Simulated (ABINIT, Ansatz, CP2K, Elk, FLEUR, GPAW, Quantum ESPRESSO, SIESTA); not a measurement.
**Code comparison for CsPbBr₃ (Pm-3m, 5 atoms in the cell)**

Self-consistent single point, at a second geometry (lattice scaled by 0.98). First geometry:

```xyz
5
Lattice="6.0765 0.0000 0.0000 0.0000 6.0765 0.0000 0.0000 0.0000 6.0765" Properties=species:S:1:pos:R:3 pbc="T T T"
Cs     0.0000     0.0000     0.0000
Pb     3.0383     3.0383     3.0383
Br     3.0383     3.0383     0.0000
Br     0.0000     3.0383     3.0383
Br     3.0383     0.0000     3.0383
```

Shared settings, as Ansatz (a first-principles code) writes them: kpoints.mp_grid.grid = 5 5 5; scf.occupations.method = fermi_dirac; scf.occupations.width = 0.01 eV. Potentials and cutoffs stand in the table.

| code | model | ΔF from the first geometry (meV/atom) | pressure (GPa) | cutoff |
|---|---|---|---|---|
| Ansatz | PBE, default PAW files | -2.4 | 0.42 | default |
| SIESTA | GGA PBE, numerical atomic orbitals DZP, PseudoDojo PBE standard norm-conserving potentials (rewritten from UPF to PSML) | -16.0 | -0.35 | grid 300 Ry |
| Elk | PBE, all-electron FP-LAPW, Elk's shipped species files, APW+lo basis with extra local orbitals | 1.0 | – | rgkmax 7.5 |
| ABINIT | PBE, PAW (JTH v2.0 PBE PAW) | -1.9 | 0.35 | 21 Ha |
| GPAW | PBE, GPAW PAW datasets PBE (gpaw-data 1.0.1) | -2.8 | 0.39 | 600 eV |
| FLEUR | PBE, all-electron FLAPW (FLEUR), scalar-relativistic valence | -1.2 | – | Kmax 3.8 1/bohr |
| Quantum ESPRESSO | PBE, PseudoDojo standard norm-conserving (PBE) pseudopotentials | -2.9 | 0.39 | 65 Ry |
| CP2K | PBE, GPW, DZVP-MOLOPT-SR-GTH basis, GTH-PBE potentials (GTH_POTENTIALS) | -0.9 | 0.53 | grid 500 Ry |

A dash marks a value that a program does not give, or that is left out as unsure.

On Ansatz's run: spin-orbit coupling is off.

The spread over the programs that give each value: ΔF from the first geometry within 17.0 meV/atom; pressure within 0.88 GPa.

SIESTA and CP2K use small atom-centred bases, whose incompleteness enters pressures, forces and empty levels differently from a plane-wave cutoff. Elk and FLEUR treat all electrons, but the usual bases taken here (sphere radii, linearisation, local orbitals, empty states) were not tested for convergence, so the values are no reference for the others. Ansatz's pressure is given at a fixed set of plane waves, as the other plane-wave codes print theirs.

This mesh misses zone-boundary points where a band edge of such crystals can lie, so no gaps are given.

The starting cell comes from a database of computed structures (which also holds hypothetical and non-ambient phases and stackings), without a prior relaxation at this level. Its lattice was rescaled by a random factor within 2.5 % of one. For this run, on top of that: lattice scaled by 0.98.

Keys are those of Ansatz 0.2.
